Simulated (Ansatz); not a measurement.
The starting structures come from a database of crystals and need not be the phases stable at ambient conditions.

By PBEsol, the system below comes out a metal.

Without scattering a metal conducts by its projected Fermi surface.

```xyz
2
Lattice="3.0976 0.0000 0.0000 0.0000 5.7360 0.0000 1.5488 2.8680 3.0178" Properties=species:S:1:pos:R:3 pbc="T T T"
In     1.2463     2.8680     0.0000
Sb     2.6283     0.0000     0.0000
```

Space group of this cell: Imm2. The cell is strained (all lengths scaled by 0.98).

The current flows along the normal of the first two printed cell vectors. No spin-orbit coupling; the value is a mean over 0.1 eV about the Fermi level.

Give the ballistic conductance per area that PBEsol (Ansatz, a first-principles code) yields.

0.66 × 10¹⁵ S/m² for both spins.
